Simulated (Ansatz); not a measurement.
The parent structure is Si in the diamond structure (space group Fd-3m, No. 227).

```yaml
crystal:
  lattice:
    - [0.00000, 2.72216, 2.72216]
    - [2.72216, 0.00000, 2.72216]
    - [2.72216, 2.72216, 0.00000]
  atoms:
    - { symbol: Si, position: [0.50000, 0.50000, 0.50000] }
    - { symbol: Si, position: [0.75000, 0.75000, 0.75000] }
```

Cartesian axes are those of the cell as printed.

The values are results of plane-wave PAW DFT at the r2SCAN level (Ansatz, a first-principles code, 500 eV), no SOC, not measurements.

For the base:

The band gap is 0.78 eV and the smallest direct gap is 2.74 eV.

One thing is altered: tensile biaxial strain of 2.73 % in the plane normal to [110], as in epitaxy on a mismatched substrate; the out-of-plane cell vector and the atoms relax.

Question: Predict the new band gap, smallest direct gap, in-plane stress and ratio −ε⊥/ε∥.

Answer: The band gap decreases by 0.203 eV, from 0.78 eV to 0.57 eV; the smallest direct gap drops by 0.48 eV, from 2.74 eV to 2.26 eV; the mean in-plane stress (compression positive) comes out as -5.6 GPa; the ratio −ε⊥/ε∥ comes out as 0.41.

A biaxial case was relaxed in a doubled cell and then solved in the primitive one. No phonon test of stability was made.
